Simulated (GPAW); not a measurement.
# Pressure against volume in hcp Y (space group 194) (GPAW, LDA)

```yaml
crystal:
  lattice:
    - [3.50804, 0.00000, 0.00000]
    - [-1.75402, 3.03805, 0.00000]
    - [0.00000, 0.00000, 5.50714]
  atoms:
    - { symbol: Y, position: [0.66667, 0.33333, 0.75000] }
    - { symbol: Y, position: [0.33333, 0.66667, 0.25000] }
```

Method: LDA (Perdew-Wang 92), GPAW PAW datasets LDA (gpaw-data 1.0.1) (plane waves; GPAW). Settings: mode = pw; ecut = 585 eV; xc = LDA; kpts = 19 19 11; mesh shift (steps) = 0 0 0; occupations.name = fermi-dirac; occupations.width = 0.05 eV; nbands = -8; convergence.density = 1e-05 e/electron; symmetry.symmorphic = false; symmetry.tolerance = 0.0005; maxiter = 150. The cell above is the first row's. The rows scale it uniformly. In all rows fractional positions and the k mesh are held.

```csv
V (Å^3/atom),P (GPa)
29.346,0.80
29.984,-0.18
30.622,-1.08
31.260,-1.91
31.898,-2.68
32.536,-3.39
33.174,-4.05
33.812,-4.65
34.450,?
```

**Question.** Fit P against V with a cubic, and predict the withheld value at V = 34.450.

**Answer.** With u = V - 31.6, the rows have u = -2.2540, -1.6160, -0.9780, -0.3400, 0.2980, 0.9360, 1.5740, 2.2120. Least squares gives P = -2.330 - 1.2017·u + 0.07555·u² - 0.00311·u³. Residuals (row less fit): 0.002, -0.002, 0.000, 0.003, 0.001, 0.001, -0.004, 0.002; standard error 0.003 (degrees of freedom: 4). The fitted pressure is zero at V0 = 29.86, where dP/dV = -1.492, so B0 = -V0·dP/dV = 44.6 GPa. At the withheld row, u = 2.8500, so P = -2.330 - 1.2017 × 2.8500 + 0.07555 × 2.8500² - 0.00311 × 2.8500³ = -5.213 GPa. The calculation gives -5.20 GPa, 0.013 GPa above the prediction (0.2 % of the range of P in the table). The row lies outside the fitted rows, so this is an extrapolation. From the scatter of the fitted rows alone, a prediction at this place has a standard error of 0.008 GPa, so the miss is 1.6 times that.

Carrying the step between the two nearest rows on in a straight line would have given -5.25, off by 0.05; series whose last step already gives the withheld value aren't shown. The scan was laid around a cell of about the measured size, scaled by a guess for this functional; axis ratios and inner coordinates come from that cell. The runs keep the symmetry of the cell, so they don't test it for distortions. The shape of the cell and the inner coordinates aren't relaxed, so V0 and B0 belong to this uniform scaling; a relaxed crystal lies no higher in energy and is usually softer. Cutoffs and mesh are single choices, not tested for convergence of this quantity. Series with a scatter that would blur these digits, or in which a gap closes, are not shown.
